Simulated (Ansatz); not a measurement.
A computed series for Ir: response to strain

The parent structure is Ir in the fcc (Cu type) structure (space group Fm-3m, No. 225; relaxed with 0.1 eV smearing).

```
Ir
1.0
    0.00000     1.91555     1.91555
    1.91555     0.00000     1.91555
    1.91555     1.91555     0.00000
Ir
1
Direct
  0.00000   0.00000   0.00000
```

Cartesian axes are those of the cell as printed.

Strains are applied to the cell and any free atomic positions relax.

Level of theory: Ansatz (an electronic-structure program) PBEsol, no SOC.

Notes on the quantities. energy relative to the base: free energy F; pressure: mean of the normal stresses, compression positive.

```tsv
variant	energy relative to the base	pressure	volume per atom
base	0 meV/atom	0.0 GPa	14.06 Å³
tensor shear ε_xy = +0.29 %	[?]	0.0 GPa	14.06 Å³
tensor shear ε_xy = +2.00 %	+20 meV/atom	0.8 GPa	14.05 Å³
tensor shear ε_xy = +1.43 %	+10 meV/atom	0.4 GPa	14.05 Å³
tensor shear ε_xy = +1.71 %	+15 meV/atom	0.6 GPa	14.05 Å³
tensor shear ε_xy = +1.14 %	+6.5 meV/atom	0.3 GPa	14.06 Å³
tensor shear ε_xy = +0.57 %	+1.6 meV/atom	0.1 GPa	14.06 Å³
tensor shear ε_xy = +0.86 %	+3.7 meV/atom	0.2 GPa	14.06 Å³
```

Complete the table.


- tensor shear ε_xy = +0.29 %, energy relative to the base: +0.4 meV/atom

Whether these cells are dynamically stable was not tested. The final runs are not spin-polarised.
